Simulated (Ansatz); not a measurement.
Amorphous Si24O49Ca, 74 atoms at 2.15 g/cm³, one PBE-relaxed geometry, zone centre. Methods: PBE, scalar-relativistic without spin-orbit coupling (Ansatz, a program for electronic structure); r2SCAN, scalar-relativistic without spin-orbit coupling (Ansatz); HSE06, scalar-relativistic without spin-orbit coupling (Ansatz). Plane waves to 420 eV (r2SCAN 500 eV); exact exchange is cut at the cell's faces. At PBE the levels at the filled edge of the gap are localised (band-tail or defect states), and the nearest spread-out levels lie 5.2 eV apart at the zone centre. All rungs ran without spin polarisation.

A CHGNet melt-quench gave the starting glass, which DFT then relaxed. O atoms were pushed apart under 1.9 Å during the dynamics, to hinder bonds among them. The hot cell started wider than the set density and was brought back towards it in steps. It is the lowest in DFT energy of 2 quenches. It is a model cell: composition and starting density were chosen by hand, and all elements were melted together. No dispersion term was used. Its density started from a set value of 2.23 and ended at 2.15 g/cm³. Cooling (nominally 480 K/ps over its main leg) ran many orders faster than in experiment, which tends to leave more defects and strain. A cell of this size samples the disorder only roughly. Volume and shape were free in the relaxation.

The relaxation ran on the zone centre alone. At PBE the level gap is 4.14 eV on a 2×2×2 Γ-centred mesh, and the spacing at the zone centre alone 4.14 eV.

Task: What zone-centre spacing does r2SCAN give, roughly?

Result: 4.78 eV (+0.64 eV against PBE).

Task: What zone-centre spacing does HSE06 give, roughly?

Result: 5.79 eV (+1.65 eV against PBE).

The highest filled and the lowest empty state spread over these numbers of atoms (participation numbers): PBE: 2.4 and 55.1; r2SCAN: 2.4 and 56.8; HSE06: 2.4 and 50.1.
